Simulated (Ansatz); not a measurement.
# Habitual settings against a tight run: Nb₆PdPt (Pm-3, 8 atoms in the cell)

Self-consistent single point.

```
Nb6PdPt
1.0
    5.16947     0.00000     0.00000
    0.00000     5.16947     0.00000
    0.00000     0.00000     5.16947
Nb Pd Pt
6 1 1
Direct
  0.00000   0.50000   0.75168
  0.00000   0.50000   0.24832
  0.75168   0.00000   0.50000
  0.24832   0.00000   0.50000
  0.50000   0.75168   0.00000
  0.50000   0.24832   0.00000
  0.50000   0.50000   0.50000
  0.00000   0.00000   0.00000
```

Method: LDA (PW92), PAW files made with PBE (plane waves; Ansatz, a first-principles code).

Base settings: basis.ecutwfc = 30.9 Ry; kpoints.mp_grid.grid = 5 5 5; hamiltonian.xc = lda; hamiltonian.pseudopotentials = {kind: paw} (the program's default PAW files); scf.occupations.method = cold; scf.occupations.width = 0.02 Ry.

Tight run (finer mesh or higher cutoff; not a proven limit): basis.ecutwfc: 30.9 Ry → 43.4 Ry; kpoints.mp_grid.grid: 5 5 5 → 7 7 7; scf.convergence.dr2_threshold: default (1e-07 eV) → 1e-09 eV. It gave Fermi level (on the code's own zero) 18.71 eV; pressure -8.53 GPa; largest force (vector length) 0.070 eV/Å.

Quick runs, as changes from the base:
- A: the base itself
- B: kpoints.mp_grid.grid: 5 5 5 → 4 4 4
- C: basis.ecutwfc: 30.9 Ry → 18.4 Ry; kpoints.mp_grid.grid: 5 5 5 → 1 1 1; width narrowed by the program to 0.1160 eV
- D: basis.ecutwfc: 30.9 Ry → 24.6 Ry; kpoints.mp_grid.grid: 5 5 5 → 2 2 2; kpoints.mp_grid.shift: default → 0.5 0.5 0.5
- E: basis.ecutwfc: 30.9 Ry → 18.4 Ry; kpoints.mp_grid.grid: 5 5 5 → 6 6 6; scf.convergence.dr2_threshold: default (1e-07 eV) → 0.001 eV
- F: basis.ecutwfc: 30.9 Ry → 21.7 Ry; kpoints.mp_grid.grid: 5 5 5 → 4 4 4; hamiltonian.xc: lda → pbesol; scf.convergence.dr2_threshold: default (1e-07 eV) → 0.001 eV [PBEsol]

Energies are extrapolated to zero smearing width, which holds to low order in the width alone.

Dashes: energy of F, another energy zero.

† marks runs with another functional, U, potentials or spin treatment: their distance from the tight run is not a convergence error alone.

The count of work is k-points × plane waves × bands × iterations; it is no time. 

Pressures in the table are Ansatz's without its Pulay estimate, at a fixed set of plane waves; the tight run's value above holds the estimate.

The starting cell comes from a database of computed structures (which also holds hypothetical and non-ambient phases and stackings), without a prior relaxation at this level. Its lattice was rescaled by a random factor within 2.5 % of one. Spin polarisation is off. In the base run, with a pressure of about -8 GPa the cell is away from its equilibrium volume at this level.

```tsv
run	energy less tight (meV/atom)	pressure less tight (GPa)	largest miss in a force vector (eV/Å)	count of work / tight
A	5.7	0.22	0.019	0.23
B	-8.5	-0.35	0.010	0.25
C	-580.7	-49.43	0.074	0.017
D	-98.9	-2.09	0.200	0.016
E	547.2	-35.36	0.004	0.18
F†	–	-2.63	0.002	0.10
```

Among the runs at the tight run's level, the energy misses run from 5.7 to 580.7 meV/atom.

Keys are those of Ansatz 0.2.
